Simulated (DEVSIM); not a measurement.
System: Co/SiO2/n-InP capacitor, at 300 K.

```csv
layer (left to right),material,thickness (nm),Nd (cm⁻³)
1,SiO2,3.70,-
2,InP,1600,1.6e17
```

Metal gate on the left, work function 5 eV. Fixed charge at the semiconductor interface 0 cm⁻² (in units of +e); no interface traps.

This is a model device: material constants are rounded textbook-type values typed into the input, and sizes, dopings and lifetimes were drawn at random. Values at 300 K.

```csv
parameter,SiO2,InP
gap (eV),9,1.344
affinity (eV),0.9,4.38
permittivity,3.9,12.5
Nc (cm⁻³),-,5.7e17
Nv (cm⁻³),-,1.1e19
```

Model (solved in DEVSIM): 1D Poisson equation in equilibrium, Boltzmann statistics, complete ionisation; no quantum confinement or tunnelling. Metal contacts follow the ideal Schottky-Mott rule: no Fermi-level pinning, no interface dipoles.

Question: Give the band bending (positive: bands bend down) and minority sheet density.

Answer: 
```
Vg (V)  ψs (V)  minority carriers (cm⁻²)
------  ------  ------------------------
-1.1    -1.298                    6.1e11
-0.8    -1.121                     8.2e8
-0.5    -0.855                     < 1e8
-0.2    -0.595                     < 1e8
0.1     -0.344                     < 1e8
0.4     -0.112                     < 1e8
```
